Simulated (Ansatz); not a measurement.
The starting structures come from a database of crystals and need not be the phases stable at ambient conditions.

Tunnelling through a barrier is set by its complex band structure: the current falls as exp(−2κd) with the smallest κ.

Input:

```yaml
crystal:
  lattice:
    - [6.45523, 0.00000, 0.00000]
    - [0.00000, 7.05344, 0.00000]
    - [3.22762, -2.89338, 4.81218]
  atoms:
    - { symbol: Ga, position: [0.26920, 0.38035, 0.59426] }
    - { symbol: Ga, position: [0.13654, 0.88035, 0.59426] }
    - { symbol: Ga, position: [0.64095, 0.37094, 0.91186] }
    - { symbol: Ga, position: [0.44719, 0.87094, 0.91186] }
    - { symbol: S, position: [0.25138, 0.49716, 0.32010] }
    - { symbol: S, position: [0.42852, 0.99716, 0.32010] }
    - { symbol: S, position: [0.58646, 0.48814, 0.65300] }
    - { symbol: S, position: [0.76054, 0.98814, 0.65300] }
    - { symbol: S, position: [0.09022, 0.01440, 0.99878] }
    - { symbol: S, position: [0.91100, 0.51440, 0.99878] }
```

Space group of this cell: Cc. The cell is taken as given.

Transport runs along the normal of the first two printed cell vectors.

The gap is the functional's own. No spin-orbit coupling. Mid-gap values are interpolated on the energy grid.

Task: Give the band gap and the smallest decay constant κ at mid-gap that Ansatz (a quantum-chemistry and plane-wave program) with r2SCAN yields.

Result: Gap 2.33 eV on a 6×6×6 mesh; κ = 0.213 1/Å, at the zone centre.
